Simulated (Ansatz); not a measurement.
System: Mg2SnO4 (Fd-3m, No. 227, 14 atoms in the cell; start mp-973261). Method: LDA in Ansatz (plane waves, PAW).

Settings: plane-wave cutoff 520 eV, 8×8×8 k mesh, Fermi–Dirac smearing 0.01 eV, scalar-relativistic PAW data made under PBE.

Cell (relaxed at this level):

```
CELL_PARAMETERS angstrom
      0.00000     4.24317     4.24317
      4.24317     0.00000     4.24317
      4.24317     4.24317     0.00000
ATOMIC_POSITIONS crystal
  Mg 0.12500 0.12500 0.62500
  Mg 0.12500 0.62500 0.12500
  Mg 0.12500 0.12500 0.12500
  Mg 0.62500 0.12500 0.12500
  Sn 0.75000 0.75000 0.75000
  Sn 0.50000 0.50000 0.50000
  O  0.88317 0.35049 0.88317
  O  0.36683 0.36683 0.36683
  O  0.35049 0.88317 0.88317
  O  0.36683 0.36683 0.89951
  O  0.88317 0.88317 0.35049
  O  0.89951 0.36683 0.36683
  O  0.88317 0.88317 0.88317
  O  0.36683 0.89951 0.36683
```

Predict the band gap.


band gap: 2.13 eV (on the SCF k mesh)

Note: the relaxation could not lower the start's symmetry, so the cell can be a saddle point above a distorted one.

Spin–orbit coupling is not included.

The computed numbers hold no vibrational or temperature effects.

A start named mp-… is a Materials Project structure, which need not be a measured phase.

Ansatz is a program for electronic structure.
